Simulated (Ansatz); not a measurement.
# Work function of Ca(111) slab by several functionals

All runs by Ansatz (plane waves, PAW, no spin-orbit coupling): 7 layers on the in-plane lattice of PBE, ions relaxed at each level.

```json
[
 {"level": "LDA", "work function (eV)": "2.90", "rough cost against PBE (one kind of shared host)": "within a factor of 2"},
 {"level": "PBE", "work function (eV)": "2.95", "rough cost against PBE (one kind of shared host)": "1"},
 {"level": "PBEsol", "work function (eV)": "…", "rough cost against PBE (one kind of shared host)": "within a factor of 2"},
 {"level": "r2SCAN", "work function (eV)": "…", "rough cost against PBE (one kind of shared host)": "about 3 times"}
]
```

Question: Some entries are withheld; supply them.

Answer: 
- PBEsol, work function (eV): 2.92
- r2SCAN, work function (eV): 3.06

Question: Which level lies nearest to measurement, and on which side does PBE miss?

Answer: Measured (a polycrystalline sample, not this face): 2.87 eV (measured; Richard Tran, Xiang-Guo Li, Joseph H. Montoya et al., Surface Science (2019), arXiv:1902.07811). Misses: LDA +0.03, PBE +0.08, PBEsol +0.05, r2SCAN +0.19 eV. Nearest is LDA, though measured values of one face scatter by 0.1 eV or more.

Ansatz is an electronic-structure program.
